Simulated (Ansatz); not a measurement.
Band structure of Tc₃Sn (Fm-3m, 4 atoms in the cell).

```yaml
crystal:
  lattice:
    - [0.00000, 3.20741, 3.20741]
    - [3.20741, 0.00000, 3.20741]
    - [3.20741, 3.20741, 0.00000]
  atoms:
    - { symbol: Tc, position: [0.25000, 0.25000, 0.25000] }
    - { symbol: Tc, position: [0.75000, 0.75000, 0.75000] }
    - { symbol: Tc, position: [0.50000, 0.50000, 0.50000] }
    - { symbol: Sn, position: [0.00000, 0.00000, 0.00000] }
```

Computed with LDA (PW92), PAW files (plane waves; Ansatz, an electronic-structure program).

Settings: kpoints.mp_grid.grid = 9 9 9; hamiltonian.xc = lda; hamiltonian.pseudopotentials = {kind: paw} (the program's default PAW files); scf.occupations.method = gaussian; scf.occupations.width = 0.0037 Ry; kpoints.band_path.npoints = 8.

The starting cell comes from a database of computed structures (which also holds hypothetical and non-ambient phases and stackings), without a prior relaxation at this level. Its lattice was rescaled by a random factor within 2.5 % of one. Spin polarisation is off.

Levels in eV from the Fermi level, bands 27 to 34:
| point | 27 | 28 | 29 | 30 | 31 | 32 | 33 | 34 |
|---|---|---|---|---|---|---|---|---|
| Γ | 0.69 | 0.69 | 0.71 | 0.71 | 0.71 | 1.36 | 1.36 | 1.80 |
| X | -1.43 | -0.48 | -0.48 | -0.06 | 0.20 | 0.48 | 1.28 | 1.42 |
| W | -1.64 | -0.83 | -0.31 | -0.16 | 0.18 | 0.53 | 0.53 | 1.74 |
| K | -1.09 | -1.00 | -0.46 | -0.28 | -0.12 | 0.74 | 1.45 | 1.47 |
| L | -1.01 | -1.01 | -0.80 | 0.52 | 0.52 | 0.71 | 0.71 | 1.16 |
| U | -1.09 | -1.00 | -0.46 | -0.28 | -0.12 | 0.74 | 1.45 | 1.47 |

Bands cross the Fermi level along this path, so the cell is metallic at this level.

Keys are those of Ansatz 0.2.
